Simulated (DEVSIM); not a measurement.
Structure: Al0.3Ga0.7As/GaAs p-n heterojunction, at 300 K.

Layer 1 from the left is Al0.3Ga0.7As, thickness (μm) 0.0910, Na (cm⁻³) 4.7e16, τn (s) 1e-9, τp (s) 1e-9. Layer 2 from the left is GaAs, thickness (μm) 3.40, Nd (cm⁻³) 8.9e16, τn (s) 1e-9, τp (s) 1e-9.

Left contact: ohmic. Right contact: ohmic. Voltage is applied to the left contact. Recombination: SRH at mid-gap, radiative. Mobility is μmin + (μ − μmin)/(1 + (N/Nref)^α).

The device is made up for the run: typed textbook-type constants, with dimensions and the other settings drawn at random. Values at 300 K.

Al0.3Ga0.7As: gap (eV) 1.7981, affinity (eV) 3.833, permittivity 12.05, Nc (cm⁻³) 6.96e17, Nv (cm⁻³) 9e18, μn (cm²/Vs) 3880, μp (cm²/Vs) 197, μn,min 500, μp,min 20, Nref,n 6e16, Nref,p 1.5e17, αn 0.39, αp 0.38, B (cm³/s) 2e-10. GaAs: gap (eV) 1.424, affinity (eV) 4.07, permittivity 12.9, Nc (cm⁻³) 4.7e17, Nv (cm⁻³) 9e18, μn (cm²/Vs) 8500, μp (cm²/Vs) 400, μn,min 500, μp,min 20, Nref,n 6e16, Nref,p 1.5e17, αn 0.39, αp 0.38, B (cm³/s) 2e-10.

Simulated with DEVSIM: 1D drift-diffusion, Boltzmann statistics, complete ionisation; no tunnelling, impact ionisation, image-force lowering or self-heating. Band offsets follow the typed affinities; no thermionic-emission limit at abrupt steps, no polarisation charge.

Question: What does the simulation give for the dark forward voltage at 1 A/cm², the largest field in the device at zero bias, the dark forward voltage at 100 A/cm²?

Answer: dark forward voltage at 1 A/cm² 1.073 V; largest field in the device at zero bias 120000 V/cm; dark forward voltage at 100 A/cm² 1.213 V.
